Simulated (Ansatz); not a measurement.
The starting structures come from a database of crystals and need not be the phases stable at ambient conditions.

Tunnelling through a barrier is set by its complex band structure: the current falls as exp(−2κd) with the smallest κ.

```
CELL_PARAMETERS angstrom
      6.61346     0.01075     0.00000
      0.92807     8.96552     0.00000
     -2.84270     4.47738     3.06202
ATOMIC_POSITIONS crystal
  W  0.00000 0.00000 0.00000
  Cl 0.15403 0.08370 0.68659
  Cl 0.84597 0.91630 0.31341
  Cl 0.46744 0.77030 0.61344
  Cl 0.53256 0.22970 0.38656
  Cl 0.85400 0.38374 0.69997
  Cl 0.14600 0.61626 0.30003
```

Space group of this cell: R-3. The cell was relaxed by PBE-D3(BJ).

Transport runs along the normal of the first two printed cell vectors, the (110) plane of the conventional cell.

No gap correction and no spin-orbit coupling; mid-gap values are interpolated between computed energies.

**Question.** Estimate the band gap and the smallest decay constant κ at mid-gap that r2SCAN in Ansatz (a quantum-chemistry and plane-wave program) returns for this system.

**Answer.** Gap 1.87 eV on a 10×10×10 mesh; κ = 0.278 1/Å, at the zone centre.
